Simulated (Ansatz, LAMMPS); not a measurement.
Si well of 9 atomic layers along [001] in random Si0.7Ge0.3, interfaces graded over 4 layers. Cell 16.67 × 16.67 × 49.67 Å, Si503Ge145, 648 atoms. Prepared with LAMMPS with Tersoff's 1989 multicomponent potential (SiCGe.tersoff): minimisation. 

Basis: localised support functions (accuracy medium) on a full density matrix. k-points: zone centre alone; occupations: Fermi-Dirac, 0.010 eV; spin polarisation not allowed. No spin-orbit coupling.

Task: What gap and bonding does PBE, support functions at accuracy medium on the grid of 370 eV (Ansatz, a first-principles code) give?

Result: 
- Kohn-Sham gap of the cell on its k-mesh: 0.43 eV
- weight of the highest filled level on the well: 0.22
- weight of the lowest empty level on the well: 0.79
- coordination (neighbours within 2.855 Å): 100.0 % 4-fold
- Ge-Ge bonds, mean ± spread: 2.469 ± 0.008 Å
- Ge-Si bonds, mean ± spread: 2.426 ± 0.008 Å
- Si-Si bonds, mean ± spread: 2.381 ± 0.007 Å
- bond angles, mean ± spread: 109.5° ± 1.1°
- pressure: -0.78 GPa
